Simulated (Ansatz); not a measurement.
Here is the system:

```yaml
crystal:
  lattice:
    - [0.00000, 3.21995, 3.21995]
    - [3.21995, 0.00000, 3.21995]
    - [3.21995, 3.21995, 0.00000]
  atoms:
    - { symbol: Cd, position: [0.00000, 0.00000, 0.00000] }
    - { symbol: Te, position: [0.25000, 0.25000, 0.25000] }
```

Computed with PBE with spin-orbit coupling, rigid bands (plane waves, PAW; Ansatz, a first-principles code). Condition of this run: hydrostatic pressure of 1 GPa (compression positive) (the target of the relaxation). Cell: cell and atoms relaxed with PBEsol, then loaded as said.

Task: Predict the hole conductivity mass (n e² τ/σ) at 300 K, by direction if it differs.

Result: 0.52 mₑ.

Task: Predict the electron conductivity mass (n e² τ/σ) at 300 K, by direction if it differs.

Result: 0.069 mₑ.

Task: And the band gap?

Result: 0.56 eV at this level; semilocal functionals usually fall short of the measured gap.

Rigid bands, one relaxation time for all states, no polarons. Geometry: cell and atoms relaxed with PBEsol.
